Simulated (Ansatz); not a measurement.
System: ScSnCN (model structure, started from the AlSiCN type, P3m1, No. 156, 4 atoms in the cell). Method: r²SCAN (plane waves, PAW; Ansatz, a first-principles code).

Input file:

Ansatz 0.2 input:
```yaml
crystal:
  lattice:
    - [3.5834628725, -0.0000002899, 0.0]
    - [-1.7917311852, 3.1033700261, 0.0]
    - [0.0, 0.0, 5.4628143369]
  atoms:
    - { symbol: Sc, position: [0.3333333333, 0.6666666667, 0.5254349387] }
    - { symbol: Sn, position: [0.6666666667, 0.3333333333, 1.0057216621] }
    - { symbol: C, position: [0.3333333333, 0.6666666667, 0.1102958118] }
    - { symbol: N, position: [0.6666666667, 0.3333333333, 0.6085375874] }
basis:
  ecutwfc: 560
  ecutrho_ratio: 4
  xc_grid: 3
kpoints:
  mp_grid: { grid: [12, 12, 6] }
  band_path:
    path:
      - [0.0, 0.0, 0.0]
      - [0.05, 0.0, 0.0]
      - [0.1, 0.0, 0.0]
      - [0.15, 0.0, 0.0]
      - [0.2, 0.0, 0.0]
      - [0.25, 0.0, 0.0]
      - [0.3, 0.0, 0.0]
      - [0.35, 0.0, 0.0]
      - [0.4, 0.0, 0.0]
      - [0.45, 0.0, 0.0]
      - [0.5, 0.0, 0.0]
      - [0.466667, 0.066667, 0.0]
      - [0.433333, 0.133333, 0.0]
      - [0.4, 0.2, 0.0]
      - [0.366667, 0.266667, 0.0]
      - [0.333333, 0.333333, 0.0]
      - [0.30303, 0.30303, 0.0]
      - [0.272727, 0.272727, 0.0]
      - [0.242424, 0.242424, 0.0]
      - [0.212121, 0.212121, 0.0]
      - [0.181818, 0.181818, 0.0]
      - [0.151515, 0.151515, 0.0]
      - [0.121212, 0.121212, 0.0]
      - [0.090909, 0.090909, 0.0]
      - [0.060606, 0.060606, 0.0]
      - [0.030303, 0.030303, 0.0]
      - [0.0, 0.0, 0.1]
      - [0.0, 0.0, 0.2]
      - [0.0, 0.0, 0.3]
      - [0.0, 0.0, 0.4]
      - [0.0, 0.0, 0.5]
      - [0.05, 0.0, 0.5]
      - [0.1, 0.0, 0.5]
      - [0.15, 0.0, 0.5]
      - [0.2, 0.0, 0.5]
      - [0.25, 0.0, 0.5]
      - [0.3, 0.0, 0.5]
      - [0.35, 0.0, 0.5]
      - [0.4, 0.0, 0.5]
      - [0.45, 0.0, 0.5]
      - [0.5, 0.0, 0.5]
      - [0.466667, 0.066667, 0.5]
      - [0.433333, 0.133333, 0.5]
      - [0.4, 0.2, 0.5]
      - [0.366667, 0.266667, 0.5]
      - [0.333333, 0.333333, 0.5]
      - [0.30303, 0.30303, 0.5]
      - [0.272727, 0.272727, 0.5]
      - [0.242424, 0.242424, 0.5]
      - [0.212121, 0.212121, 0.5]
      - [0.181818, 0.181818, 0.5]
      - [0.151515, 0.151515, 0.5]
      - [0.121212, 0.121212, 0.5]
      - [0.090909, 0.090909, 0.5]
      - [0.060606, 0.060606, 0.5]
      - [0.030303, 0.030303, 0.5]
      - [0.5, 0.0, 0.4]
      - [0.5, 0.0, 0.3]
      - [0.5, 0.0, 0.2]
      - [0.5, 0.0, 0.1]
      - [0.333333, 0.333333, 0.4]
      - [0.333333, 0.333333, 0.3]
      - [0.333333, 0.333333, 0.2]
      - [0.333333, 0.333333, 0.1]
    npoints: 1
hamiltonian:
  xc: r2scan
  dispersion: none
  pseudopotentials: { kind: paw }
scf:
  occupations: { method: fermi_dirac, width: 0.01 }
  convergence: { dr2_threshold: 0.0000000004 }
output:
  forces: true
  stress: true
  eigenvalues: true
  write_bands: true
```

The run printed, among other lines:

```
Crystal: 4 atoms, lattice volume = 60.751 Å³
Basis set: ecut = 560 eV, 1785 PW (Γ), exchange–correlation on 90×90×135 points (27 copies of the dense FFT grid, shifted against one another)
Bands: 21, of which v1, the nominal top of the filled ones, is band 17 counted from 1 (16 counted from 0)
Symmetry: 6 space group operations
Space group: P3m1 (ITA 156), of the structure as read, at distance tolerance 3.9e-5 Å
k-points: 100 of 864 (time reversal used)
Functional: x = r2scan, c = r2scan; τ floored in thin density (d = 2e-4 eV/Å³)
SCF iter   1: F=—  HF=-8817.557268 eV  |F-HF|=—  |Δ(HF+E_count)|=         —  Δρ=1.15e-2  dr2=9.77e-2  dr2_τ=2.11e-1
SCF iter   2: F=—  HF=-8817.603109 eV  |F-HF|=—  |Δ(HF+E_count)|=   4.58e-2  Δρ=5.19e-3  dr2=9.48e-3  dr2_τ=2.46e-3
  ...
SCF iter   8: F=—  HF=-8817.603104 eV  |F-HF|=—  |Δ(HF+E_count)|=   9.34e-9  Δρ=2.65e-6  dr2=5.15e-9  dr2_τ=4.25e-10
SCF iter   9: F=-8817.603104 eV  HF=-8817.603104 eV  |F-HF|=3.27e-11  |Δ(HF+E_count)|=  4.80e-10  Δρ=7.28e-7  dr2=2.68e-10  dr2_τ=2.32e-11
SCF 1 converged in 9 iterations: F = -8817.603104 eV  dr2 = 2.68e-10
SCF converged after 9 iterations
Free energy (F): -8817.603104 eV
Internal energy: -8817.603104 eV  (E = F + TS)
E sigma→0 (E₀):  -8817.603104 eV
Fermi energy:    10.781520 eV
--- Forces (eV/Å), atoms counted from 1 ---
  atom   1  Sc    -0.00000000     0.00000000    -0.00027621
  atom   2  Sn     0.00000000     0.00000000    -0.00018552
  atom   3  C     -0.00000000    -0.00000000     0.00041004
  atom   4  N      0.00000000     0.00000000     0.00001700
--- Stress (GPa, compression-positive) ---
        0.007193      -0.000000       0.000000
        0.000000       0.007193      -0.000000
        0.000000      -0.000000      -0.005396
  P = ⅓ Tr σ = 0.0030 GPa (0.030 kbar)
```

The PAW data were made under PBE.

Note: the relaxation could raise the start's symmetry but not lower it, so the cell can be a saddle point.

It cost around 40 core-seconds (rough) of CPU time.

A model structure was made by putting elements into a prototype or built by hand; it is no filed structure, need not be a known phase, and can be a saddle point held by its symmetry.
